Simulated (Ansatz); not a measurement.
Band structure of TaAu (P4/mmm, 2 atoms in the cell).

```
CELL_PARAMETERS angstrom
      2.95589     0.00000     0.00000
      0.00000     2.95589     0.00000
      0.00000     0.00000     4.15809
ATOMIC_POSITIONS crystal
  Ta 0.50000 0.50000 0.50000
  Au 0.00000 0.00000 0.00000
```

Level of theory: LDA (PW92), PAW files made with PBE (plane waves; Ansatz, an electronic-structure program).

Settings: basis.ecutwfc = 420 eV; kpoints.mp_grid.grid = 9 9 7; hamiltonian.xc = lda; hamiltonian.pseudopotentials = {kind: paw} (the program's default PAW files); scf.occupations.method = fermi_dirac; scf.occupations.width = 0.1 eV; kpoints.band_path.npoints = 8.

The starting cell comes from a database of computed structures (which also holds hypothetical and non-ambient phases and stackings), without a prior relaxation at this level. Its lattice was rescaled by a random factor within 2.5 % of one. Spin-orbit coupling is off. Spin polarisation is off.

Levels in eV from the Fermi level, bands 13 to 19:
```tsv
point	13	14	15	16	17	18	19
Γ	-4.49	-3.49	-1.57	-0.59	1.43	3.32	3.32
X	-4.45	-4.02	-2.16	-1.51	-0.99	1.30	2.68
M	-2.48	-1.05	1.30	1.30	2.04	2.04	2.51
Z	-4.20	-4.20	-3.44	-2.19	0.10	1.72	1.72
R	-4.39	-1.69	-1.19	-1.01	-0.16	2.33	2.88
A	-3.48	-2.48	-2.33	-2.33	1.65	3.08	6.14
```

Bands cross the Fermi level along this path, so the cell is metallic at this level.

Keys are those of Ansatz 0.2.
